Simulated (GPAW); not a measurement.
## σxx against uniaxial strain in cubic perovskite BaHfO3 (space group 221): C11 (GPAW, LDA)

```xyz
5
Lattice="4.0656 0.0000 0.0000 0.0000 4.1275 0.0000 0.0000 0.0000 4.1275" Properties=species:S:1:pos:R:3 pbc="T T T"
Ba     0.0000     0.0000     0.0000
Hf     2.0328     2.0637     2.0637
O      2.0328     0.0000     2.0637
O      0.0000     2.0637     2.0637
O      2.0328     2.0637     0.0000
```

Method: LDA (Perdew-Wang 92), GPAW PAW datasets LDA (gpaw-data 1.0.1) (plane waves; GPAW). Settings: mode = pw; ecut = 1040 eV; xc = LDA; kpts = 10 10 10; mesh shift (steps) = 0 0 0; occupations.name = fermi-dirac; occupations.width = 0.01 eV; nbands = -6; convergence.density = 1e-06 e/electron; convergence.energy = 1e-06 eV/electron; convergence.bands = -4; symmetry.symmorphic = false; symmetry.tolerance = 0.0005; maxiter = 100. The cell above is the first row's. The rows stretch one cube axis (x) by the strain ε and hold the other two. Stress is positive in tension. In all rows fractional positions and the k mesh are held.

```
ε (%)  σxx (GPa)
-----  ---------
-1.5           ?
-1.0       -3.96
-0.5       -1.91
0.0         0.02
0.5         1.86
1.0         3.60
1.5         5.24
2.0         6.80
```

The 7 complete rows are fitted with a parabola, σxx against ε. Least squares gives σxx = 0.019 + 3.7781·ε - 0.1952·ε². Residuals (row less fit): -0.006, 0.009, 0.001, 0.001, -0.002, -0.007, 0.006; standard error 0.007 (degrees of freedom: 4). The slope at ε = 0, 3.7781 GPa per cent, gives C11 ≈ 100 × 3.7781 = 378 GPa, for the static lattice.

### Question
Predict the withheld σxx at ε = -1.5 from the fit, and compare with the calculation.

### Answer
σxx = 0.019 + 3.7781 × (-1.5) - 0.1952 × (-1.5)² = -6.087 GPa. The calculation gives -6.12 GPa, 0.033 GPa below the prediction (0.3 % of the range of σxx in the table). The row lies outside the fitted rows, so this is an extrapolation. From the scatter of the fitted rows alone, a prediction at this place has a standard error of 0.013 GPa, so the miss is 2.5 times that.

Carrying the step between the two nearest rows on in a straight line would have given -6.01, off by 0.11; series whose last step already gives the withheld value aren't shown. The reference cell has the volume at which an earlier scan in this program and functional put its minimum by a fit. The runs keep the symmetry of the cell, so they don't test it for distortions. The unstrained cell stands at a pressure of -0.02 GPa, and the constants belong to that pressure. By symmetry this strain leaves no force on the atoms; the largest in the rows is 0.000 eV/Å. Spin-orbit coupling is off. Cutoffs and mesh are single choices, not tested for convergence of this quantity. Series with a scatter that would blur these digits, or in which a gap closes, are not shown. Strain series were run only where this level's volume lies within 10 % of a first guess from the measured size.
